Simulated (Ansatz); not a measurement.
**Effect of uniaxial strain ε_zz = +2.24 % on HfN**

Consider HfN in the rock salt structure (space group Fm-3m, No. 225; a = 4.526 Å; relaxed with 0.1 eV smearing). Axes: x, y, z lie along the cube axes.

It is then changed as follows: uniaxial strain ε_zz = +2.24 %, all other strain components held at zero; the atoms relax in the strained cell.

Computed with r2SCAN/PAW in Ansatz (a program for electronic structure), without spin-orbit coupling, earlier PAW set. Settings: 22×22×22 k-points, 0.1 eV Fermi–Dirac smearing.

The volume per atom goes up by 0.26 Å³, from 11.59 Å³ to 11.85 Å³ and the shortest interatomic distance is still 2.263 Å. The energy goes up by 10 meV/atom and the pressure (mean of the normal stresses, compression positive) goes from zero to -5.7 GPa. The band gap is still zero and the stress (xx, yy, zz, yz, xz, xy; compression positive) amounts to (-2.5, -2.5, -11.9, 0.0, 0.0, 0.0) GPa.

Whether these cells are dynamically stable was not tested. The final runs are not spin-polarised. An odd electron count without spin: HfN.
